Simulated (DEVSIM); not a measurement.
Device: p-channel Ge planar bulk MOSFET with HfO2, at 300 K.

- Gate length = 50 nm
- Source drain length = 40 nm
- Dielectric thickness = 7.8 nm
- Lateral straggle = 2.2 nm
- Underlap = 0 nm
- Junction depth = 26 nm
- Substrate depth = 222 nm
- Gate work function = 4.59 eV
- Source and drain doping = 4.8e19 cm⁻³, Gaussian tails under the gate
- Body doping = 9.8e17 cm⁻³
- Lifetime = 5e-7 s
- Supply = 0.7 V

All mobilities are scaled by 1; velocity saturation, μ/(1 + (μE/vsat)^b)^(1/b) with b = 2 for electrons and 1 for holes and E the electric field along each mesh edge, is on. Mobility is constant in doping.

Constants are typed, rounded textbook-type inputs, not results; the design itself was drawn at random and stands for no fabricated device. Values at 300 K.

Ge: gap (eV) 0.664, affinity (eV) 4, permittivity 16, Nc (cm⁻³) 1.04e19, Nv (cm⁻³) 6e18, μn (cm²/Vs) 3900, μp (cm²/Vs) 1900, vsat,n (cm/s) 6.5e6, vsat,p (cm/s) 6e6. HfO2: gap (eV) 5.7, affinity (eV) 2.5, permittivity 22.

Model (solved in DEVSIM): 2D drift-diffusion, Boltzmann statistics, complete ionisation; no quantum confinement, tunnelling, impact ionisation, self-heating, contact resistance or fringe fields beside the gate. Metal contacts follow the ideal Schottky-Mott rule: no Fermi-level pinning, no interface dipoles.

Transfer curves, |Id| in μA/μm:

```
Vg (V)  Vd = -0.05 V  Vd = -0.7 V
------  ------------  -----------
0.21       0.0004768     0.007008
0.175       0.001142      0.01525
0.14        0.002775      0.03392
0.105       0.006827      0.07691
0.07         0.01695       0.1770
0.035        0.04232       0.4119
0             0.1060       0.9617
-0.035        0.2652        2.232
-0.07         0.6568        4.955
-0.105         1.592        10.28
-0.14          3.711        19.92
-0.175         8.101        35.28
-0.21          16.09        56.52
-0.245         28.58        82.40
-0.28          45.61        112.4
-0.315         66.33        145.6
-0.35          89.92        181.1
-0.385         115.8        218.2
-0.42          143.3        256.6
-0.455         172.0        296.3
-0.49          201.6        336.6
-0.525         231.6        377.6
-0.56          262.0        419.1
-0.595         292.6        461.2
-0.63          323.2        503.7
-0.665         353.8        546.6
-0.7           384.4        589.8
```

Q: Work out the subthreshold swing at low drain bias from the rows at 0.035 and 0 V, and compare it with the thermal limit.

A: log10(0.1060/0.04232) = 0.399 over 35.0 mV, so S = 87.8 mV/decade. The limit kT/q ln 10 is 59.5 mV/decade; the ratio is 1.47. This is the steepest step of the table.

Q: Find both thresholds at the constant current 0.1 μA × (1 μm/L) a micrometre, and the DIBL.

A: The current is 2.00 μA/μm. Interpolating ln Id gives -0.114 V and -0.030 V; their difference over the 0.65 V of drain bias is 130 mV/V.

Source and drain are degenerate, where Boltzmann statistics are only rough. The electric field that drives the saturation includes the junctions' built-in field, which lowers the mobility there even at small currents: subthreshold currents come out too low, a known weakness of this choice.
